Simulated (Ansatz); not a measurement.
Results of LDA in Ansatz (PAW) for BAs (P6₃mc, No. 186, 4 atoms in the cell; start mp-984718; a measured phase of this formula has another space group).

Run with plane-wave cutoff 520 eV, 12×12×6 k mesh (along the axes of the cell as run), scalar-relativistic PAW data made under PBE.

Computed at the level's own relaxed cell.

Elastic tensor (GPa, Voigt notation, ions relaxed):

```
  348.0    61.2    28.8     0.0     0.0     0.0
   61.2   348.0    28.8     0.0     0.0     0.0
   28.8    28.8   393.9     0.0     0.0     0.0
    0.0     0.0     0.0   112.4     0.0     0.0
    0.0     0.0     0.0     0.0   112.4     0.0
    0.0     0.0     0.0     0.0     0.0   143.4
```

Q: Work out the Voigt, Reuss and Hill averages of the bulk and shear moduli, Young's modulus and Poisson's ratio from the printed constants.

A: K_V = [C11 + C22 + C33 + 2(C12 + C13 + C23)]/9 = [1089.9 + 2 × 118.8]/9 = 147.5 GPa. G_V = [1089.9 − 118.8 + 3 × 368.2]/15 = 138.4 GPa. From the compliances S = C⁻¹, K_R = 147.5 and G_R = 134.1 GPa. Hill means: K = 147.5, G = 136.2 GPa. E = 9KG/(3K + G) = 312 GPa, ν = (3K − 2G)/(6K + 2G) = 0.15, K/G = 1.08.

Note: the relaxation could not lower the start's symmetry, so the cell can be a saddle point above a distorted one.

A start named mp-… is a Materials Project structure, which need not be a measured phase.

Ansatz is an electronic-structure program.
